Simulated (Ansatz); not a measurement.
## A computed series for TaC: pressure series

Start from TaC in the rock salt structure (space group Fm-3m, No. 225).

```
CELL_PARAMETERS angstrom
      0.00000     2.23794     2.23794
      2.23794     0.00000     2.23794
      2.23794     2.23794     0.00000
ATOMIC_POSITIONS crystal
  C  0.00000 0.00000 0.00000
  Ta 0.50000 0.50000 0.50000
```

Cell and atoms are relaxed at each pressure.

Method: PBE, PAW, 420 eV (Ansatz, a first-principles code; scalar-relativistic without spin-orbit coupling), earlier PAW set.

Two rows of this table had their results exchanged by mistake.

```
pressure           volume per atom (Å³)  shortest distance (Å)  band gap
-----------------  --------------------  ---------------------  --------
pressure −2 GPa                   11.28                  2.243      zero
pressure −1 GPa                   11.24                  2.240      zero
pressure 0.9 GPa                  11.18                  2.236      zero
pressure 2.1 GPa                  11.14                  2.233      zero
pressure 4.5 GPa                  11.06                  2.228      zero
pressure 9 GPa                    10.92                  2.218      zero
pressure 15 GPa                   10.36                  2.180      zero
pressure 22.5 GPa                 10.54                  2.193      zero
pressure 30 GPa                   10.74                  2.207      zero
```

Which two?

The rows for pressure 15 GPa and pressure 30 GPa: the volume has to fall steadily with pressure, so 10.74 Å³ belongs to pressure 15 GPa and 10.36 Å³ to pressure 30 GPa.

Load acts through the strain it causes; cell and atoms are relaxed under it. Stability against distortions was not tested. Competing high-pressure phases were not computed. The final runs are not spin-polarised. An odd electron count without spin: TaC.
